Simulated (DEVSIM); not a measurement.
Structure: illuminated Si n-on-p cell, one wavelength, at 400 K.

```csv
layer (left to right),material,thickness (μm),Nd (cm⁻³),Na (cm⁻³),τn (s),τp (s),absorption coefficient (cm⁻¹)
1,Si,0.0840,6.8e17,-,4e-6,3.6e-7,650
2,Si,140,-,1.2e16,3.3e-5,3.3e-5,650
```

Left contact: ohmic, minority hole recombination velocity 100 cm/s. Right contact: ohmic, minority electron recombination velocity 10000 cm/s. Voltage is applied to the left contact. Recombination: SRH at mid-gap, radiative, Auger. Light enters at the left, 1e17 photons cm⁻² s⁻¹, one pass, no reflection. Mobility is μmin + (μ − μmin)/(1 + (N/Nref)^α).

This is a model device: material constants are rounded textbook-type values typed into the input, and sizes, dopings and lifetimes were drawn at random. Values at 300 K; Nc and Nv go as T^1.5, mobilities as T to minus their exponent, the gap by Varshni's rule with the affinity fixed.

```csv
parameter,Si
gap (eV),1.124
affinity (eV),4.05
permittivity,11.7
Nc (cm⁻³),2.86e19
Nv (cm⁻³),3.1e19
μn (cm²/Vs),1417
μp (cm²/Vs),470
"μn,min",52
"μp,min",45
"Nref,n",9.7e16
"Nref,p",2.2e17
αn,0.68
αp,0.72
T exponent of μn,2.3
T exponent of μp,2.2
B (cm³/s),4.7e-15
Cn (cm⁶/s),2.8e-31
Cp (cm⁶/s),9.9e-32
Varshni α (eV/K),0.000473
Varshni β (K),636
```

Simulated with DEVSIM: 1D drift-diffusion, Boltzmann statistics, complete ionisation; no tunnelling, impact ionisation, image-force lowering or self-heating.

Base results: share of generated pairs collected at short circuit 0.898; potential step across the device at zero bias (V) 0.667; dark forward voltage at 1 A/cm² (V) 0.500; fill factor 0.70.

Task: What follows from this one change: recombination velocity at the right contact 10000 → 1e+07 cm/s?

Result: share of generated pairs collected at short circuit 0.898 → 0.886; potential step across the device at zero bias little changed (0.667 V); dark forward voltage at 1 A/cm² 0.500 → 0.496 V; fill factor little changed (0.69).

Task: What follows from this one change: doping Na of layer 2 1.2e+16 → 3.6e+15 cm^-3?

Result: share of generated pairs collected at short circuit little changed (0.903); potential step across the device at zero bias 0.667 → 0.625 V; dark forward voltage at 1 A/cm² 0.500 → 0.466 V; fill factor 0.70 → 0.67.

Task: What follows from this one change: thickness of layer 2 140 → 240 μm?

Result: share of generated pairs collected at short circuit 0.898 → 0.928; potential step across the device at zero bias little changed (0.667 V); dark forward voltage at 1 A/cm² 0.500 → 0.520 V; fill factor little changed (0.70).

Task: What follows from this one change: minority lifetime in layer 2 3.3e-05 → 9.9e-05 s?

Result: share of generated pairs collected at short circuit 0.898 → 0.904; potential step across the device at zero bias little changed (0.667 V); dark forward voltage at 1 A/cm² little changed (0.501 V); fill factor little changed (0.70).

Task: What follows from this one change: constant mobility in place of the doping-dependent one?

Result: share of generated pairs collected at short circuit little changed (0.902); potential step across the device at zero bias little changed (0.667 V); dark forward voltage at 1 A/cm² 0.500 → 0.494 V; fill factor little changed (0.69).
